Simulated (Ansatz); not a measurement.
The parent structure is C in the diamond structure (space group Fd-3m, No. 227; a = 3.5538 Å).

Now apply this change: cell and atoms relaxed at a pressure of 50 GPa.

Levels (all Ansatz, an electronic-structure program, PAW): PBEsol (420 eV, scalar-relativistic without spin-orbit coupling); r2SCAN (500 eV, no spin-orbit coupling).

The geometry is relaxed with PBEsol.

| Item | Result |
|---|---|
| PBEsol band gap | 4.25 eV |
| PBEsol pressure | 500.0 kbar |
| PBEsol electron mass | 1.7 mₑ along k, 0.29 mₑ across (off the special points) |

### Question
How does going to r2SCAN change the band gap, pressure and electron mass?

### Answer
The band gap increases by 0.35 eV, from 4.25 eV to 4.60 eV; the pressure increases by 35.1 kbar (500.0 kbar → 535.1 kbar); the electron mass goes from 1.7 mₑ along k, 0.29 mₑ across (off the special points) to 1.7 mₑ along k, 0.26 mₑ across (off the special points).

Single points use the geometry relaxed with PBEsol. Their cutoffs differ, which shifts pressures a little. Load acts through the strain it causes; cell and atoms are relaxed under it. Effective masses come from finite differences of ±0.01 Å⁻¹. Along k means along the line from Γ to the band edge. Stability against distortions was not tested. No other phases were tried under pressure.
